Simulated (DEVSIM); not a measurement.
Device: abrupt Si p-n junction, at 350 K.

Layer 1 from the left is Si, thickness (μm) 0.220, Na (cm⁻³) 6.6e15, τn (s) 1.4e-5, τp (s) 1.4e-5. Layer 2 from the left is Si, thickness (μm) 1.00, Nd (cm⁻³) 2.4e17, τn (s) 1.4e-5, τp (s) 1.4e-5.

Left contact: ohmic. Right contact: ohmic. Voltage is applied to the left contact. Recombination: SRH at mid-gap, Auger. Mobility is constant in doping.

Constants are typed, rounded textbook-type inputs, not results; the design itself was drawn at random and stands for no fabricated device. Values at 300 K; Nc and Nv go as T^1.5, mobilities as T to minus their exponent, the gap by Varshni's rule with the affinity fixed.

Si: gap (eV) 1.124, affinity (eV) 4.05, permittivity 11.7, Nc (cm⁻³) 2.86e19, Nv (cm⁻³) 3.1e19, μn (cm²/Vs) 1417, μp (cm²/Vs) 470, T exponent of μn 2.3, T exponent of μp 2.2, Cn (cm⁶/s) 2.8e-31, Cp (cm⁶/s) 9.9e-32, Varshni α (eV/K) 0.000473, Varshni β (K) 636.

DEVSIM, 1D drift-diffusion, Boltzmann statistics, complete ionisation; no tunnelling, impact ionisation, image-force lowering or self-heating.

**Question.** What does the simulation give for the potential step across the device at zero bias, the dark forward voltage at 100 A/cm²?

**Answer.** potential step across the device at zero bias 0.698 V; dark forward voltage at 100 A/cm² 0.480 V.
